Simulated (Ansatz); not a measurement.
The parent structure is Nb in the bcc (W type) structure (space group Im-3m, No. 229; a = 3.273 Å; relaxed with 0.1 eV smearing).

Structures relaxed with PBEsol in Ansatz (plane waves to 420 eV, PAW, without spin-orbit coupling).

Base:

Simulated powder pattern, Mo Kα, λ = 0.71073 Å (kinematic, ideal powder, no thermal factors, no anomalous dispersion; the 8 strongest lines at most, above 2 %, up to 2θ = 40°):

| 2θ (°) | I/Imax (%) | hkl |
|---|---|---|
| 17.67 | 100 | (110) |
| 25.08 | 18 | (200) |
| 30.85 | 39 | (211) |
| 35.77 | 12 | (220) |

After one change:

Simulated powder pattern, Mo Kα, λ = 0.71073 Å (kinematic, ideal powder, no thermal factors, no anomalous dispersion; the 8 strongest lines at most, above 2 %, up to 2θ = 40°):

```tsv
2θ (°)	I/Imax (%)
17.76	100
25.21	18
31.01	39
35.96	12
```

Q: What was done to the base?
A. isotropic strain −0.50 %
B. isotropic strain −2.50 %
C. isotropic strain −3.00 %
D. isotropic strain −1.00 %

A: A, isotropic strain −0.50 %. Its volume per atom is 17.27 Å³ against 17.53 Å³, and its space group is Im-3m (No. 229).

No phonon test of stability was made. All final runs are without spin polarisation.

Ansatz is a quantum-chemistry and plane-wave program.
